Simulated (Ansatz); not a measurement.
Consider ZnO in the wurtzite structure (space group P6_3mc, No. 186).

```
CELL_PARAMETERS angstrom
      3.27948     0.00000     0.00000
     -1.63974     2.84011     0.00000
      0.00000     0.00000     5.29371
ATOMIC_POSITIONS crystal
  Zn 0.33333 0.66667 0.00146
  Zn 0.66667 0.33333 0.50146
  O  0.33333 0.66667 0.38054
  O  0.66667 0.33333 0.88054
```

Cartesian axes are those of the cell as printed.

Method: Ansatz (a first-principles code), PBE, PAW, cutoff 420 eV, no SOC.

Base values:

The pressure is 0.00 GPa. The valence-band top at Γ comes out as 0.00, 0.00, -0.08 eV.

Modification: the cell is compressed by 1.20 % along z with no lateral relaxation; the atoms relax in the strained cell.

**Question.** What does the calculation give for the pressure and valence-band top at Γ after the change?

**Answer.** The pressure (mean of the normal stresses, compression positive) goes from zero to 1.58 GPa; the valence-band top at Γ (three highest levels, from the VBM) changes from 0.00, 0.00, -0.08 eV to 0.00, 0.00, -0.07 eV.

The levels and masses belong to the bands next to the band gap. Stability against distortions was not tested.
